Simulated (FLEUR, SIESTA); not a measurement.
A SIESTA input for a self-consistent single point of TlBr (Pm-3m, 2 atoms in the cell) (DFT, GGA PBEsol, numerical atomic orbitals DZP, PseudoDojo PBEsol standard norm-conserving potentials (rewritten from UPF to PSML)):

```
# files in the folder: Tl.psml Br.psml (PseudoDojo PBEsol standard)
SystemName  TlBr
SystemLabel tlbr

NumberOfAtoms                2
NumberOfSpecies              2
%block ChemicalSpeciesLabel
  1 81 Tl
  2 35 Br
%endblock ChemicalSpeciesLabel
LatticeConstant              1.0 Bohr
%block LatticeVectors
     7.540007237    0.000000000    0.000000000
     0.000000000    7.540007237    0.000000000
     0.000000000    0.000000000    7.540007237
%endblock LatticeVectors
AtomicCoordinatesFormat      Bohr
%block AtomicCoordinatesAndAtomicSpecies
     0.000000000    0.000000000    0.000000000  1
     3.770003619    3.770003619    3.770003619  2
%endblock AtomicCoordinatesAndAtomicSpecies

XC.functional                GGA
XC.authors                   PBEsol
PAO.BasisSize                DZP
PAO.EnergyShift              0.01 Ry
MeshCutoff                   350 Ry
%block kgrid.MonkhorstPack
    8   0   0  0.0
    0   8   0  0.0
    0   0   8  0.0
%endblock kgrid.MonkhorstPack
OccupationFunction           FD
ElectronicTemperature        0.02 eV

MaxSCFIterations             150
SCF.Mixer.Method             Broyden
SCF.Mixer.Weight             0.2
SCF.Mixer.History            8
SCF.DM.Tolerance             1.0E-05
Diag.ParallelOverK           true
WriteForces                  true
```

Question: Give the FLEUR input for the same structure, mesh, smearing and functional.

Answer: This is the input that was run; spellings and numerical settings could be chosen otherwise.

Input of the input generator:

```
TlBr crystal
&input film=f /
1.0000000000 0.0000000000 0.0000000000
0.0000000000 1.0000000000 0.0000000000
0.0000000000 0.0000000000 1.0000000000
7.5400072373
1.0 1.0 1.0

2
81 0.0000000000 0.0000000000 0.0000000000
35 0.5000000000 0.5000000000 0.5000000000

&comp jspins=1 /
&exco xctyp='PBEs' /
&kpt div1=8 div2=8 div3=8 gamma=t /
&end /
```

```xml
<?xml version="1.0" encoding="UTF-8" standalone="no"?>
<fleurInput fleurInputVersion="0.39">
   <comment>
      TlBr crystal                                                                                        
   </comment>
   <calculationSetup>
      <cutoffs Kmax="3.8" Gmax="15.2" GmaxXC="15.2" numbands="0"/>
      <scfLoop itmax="80" minDistance="0.00001" maxIterBroyd="99" imix="Anderson" alpha="0.05" precondParam="0.0" spinf="2.0"/>
      <coreElectrons ctail="T" frcor="F" kcrel="0" coretail_lmax="0"/>
      <xcFunctional name="PBEs" relativisticCorrections="F"/>
      <magnetism jspins="1"/>
      <soc l_soc="F" theta="0.0" phi="0.0" spav="F"/>
      <expertModes spex="0" secvar="F"/>
      <geometryOptimization l_f="T" forcealpha="1.0" forcemix="BFGS" epsdisp="0.00001" epsforce="0.00001"/>
      <ldaU l_linMix="F" mixParam="0.05" spinf="1.0"/>
   </calculationSetup>
   <cell>
      <bzIntegration valenceElectrons="20.0" mode="hist" fermiSmearingEnergy="0.00073499">
         <kPointListSelection listName="default-1"/>
         <!-- k-points included here -->
         <xi:include xmlns:xi="http://www.w3.org/2001/XInclude" href="kpts.xml"> </xi:include>
      </bzIntegration>
      <!-- symmetry operations included here -->
      <xi:include xmlns:xi="http://www.w3.org/2001/XInclude" href="sym.xml"> </xi:include>
      <bulkLattice scale="1.0">
         <bravaisMatrix>
            <row-1>    7.5400072373000002     0.0000000000000000     0.0000000000000000</row-1>
            <row-2>    0.0000000000000000     7.5400072373000002     0.0000000000000000</row-2>
            <row-3>    0.0000000000000000     0.0000000000000000     7.5400072373000002</row-3>
         </bravaisMatrix>
      </bulkLattice>
   </cell>
   <atomSpecies>
      <species name="Thallium (Tl)" element="Tl" atomicNumber="81">
         <mtSphere radius="2.68" gridPoints="925" logIncrement="0.015"/>
         <atomicCutoffs lmax="10" lnonsphr="8"/>
         <electronConfig flipSpins="F">
            <coreConfig>(1s1/2) (2s1/2) (2p1/2) (2p3/2) (3s1/2) (3p1/2) (3p3/2) (4s1/2) (3d3/2) (3d5/2) (4p1/2) (4p3/2) (5s1/2) (4d3/2) (4d5/2) (4f5/2) (4f7/2) (5p1/2) (5p3/2)</coreConfig>
            <valenceConfig>(6s1/2) (5d3/2) (5d5/2) (6p1/2) (6p3/2)</valenceConfig>
            <stateOccupation state="(6p1/2)" spinUp="0.1666666666667" spinDown="0.1666666666667"/>
            <stateOccupation state="(6p3/2)" spinUp="0.3333333333333" spinDown="0.3333333333333"/>
         </electronConfig>
         <energyParameters s="6" p="6" d="6" f="5"/>
         <lo type="SCLO" l="2" n="5" eDeriv="0"/>
      </species>
      <species name="Bromine (Br)" element="Br" atomicNumber="35">
         <mtSphere radius="2.68" gridPoints="925" logIncrement="0.014"/>
         <atomicCutoffs lmax="10" lnonsphr="8"/>
         <electronConfig flipSpins="F">
            <coreConfig>(1s1/2) (2s1/2) (2p1/2) (2p3/2) (3s1/2) (3p1/2) (3p3/2) (3d3/2) (3d5/2)</coreConfig>
            <valenceConfig>(4s1/2) (4p1/2) (4p3/2)</valenceConfig>
            <stateOccupation state="(4p1/2)" spinUp="0.8333333333333" spinDown="0.8333333333333"/>
            <stateOccupation state="(4p3/2)" spinUp="1.6666666666667" spinDown="1.6666666666667"/>
         </electronConfig>
         <energyParameters s="4" p="4" d="4" f="4"/>
      </species>
   </atomSpecies>
   <atomGroups>
      <atomGroup species="Thallium (Tl)">
         <relPos label="                   1">.0000000000 .0000000000 .0000000000</relPos>
         <force calculate="T" relaxXYZ="TTT"/>
      </atomGroup>
      <atomGroup species="Bromine (Br)">
         <relPos label="                   2">1.000/2.000 1.000/2.000 1.000/2.000</relPos>
         <force calculate="T" relaxXYZ="TTT"/>
      </atomGroup>
   </atomGroups>
   <output dos="F" band="F" slice="F">
      <checks vchk="F" cdinf="F"/>
      <bandDOS minEnergy="-.5*Htr" maxEnergy="0.5*Htr" sigma="0.015" storeEVData="T"/>
      <vacuumDOS vacdos="F" integ="F" star="F" nstars="0" locx1="0.0" locy1="0.0" locx2="0.0" locy2="0.0" nstm="0" tworkf="0.0"/>
      <unfoldingBand unfoldBand="F" supercellX="1" supercellY="1" supercellZ="1"/>
      <plotting iplot="0" polar="F">
         <plot TwoD="T" vec1="  1.0  0.0  0.0" vec2="  0.0  1.0  0.0" vec3="  0.0  0.0  1.0" zero="  0.0  0.0  0.0" file="plot"/>
      </plotting>
      <chargeDensitySlicing numkpt="0" minEigenval="0.0" maxEigenval="0.0" nnne="0" pallst="F"/>
      <specialOutput eonly="F"/>
      <magneticCircularDichroism mcd="F" energyLo="-10.0" energyUp="0.0"/>
   </output>
  <!-- We include the file relax.xml here to enable relaxations (see documentation) -->
  <xi:include xmlns:xi="http://www.w3.org/2001/XInclude" href="relax.xml"> <xi:fallback/> </xi:include>
</fleurInput>
```

Basis settings and potentials, where a program has them, do not carry over. This input uses DFT, PBEsol, all-electron FLAPW (FLEUR), scalar-relativistic valence. Both were run: gap on the mesh 1.832 eV in SIESTA and 1.805 in FLEUR.

On SIESTA: the starting cell has typed, rounded lattice constants, without a prior relaxation at this level. Spin-orbit coupling is off. Values carry the incompleteness of an atom-centred basis.

On FLEUR: the starting cell has typed, rounded lattice constants, without a prior relaxation at this level. Spin-orbit coupling is off. Values depend on the basis (sphere radii, cutoffs, local orbitals), which need not be converged.
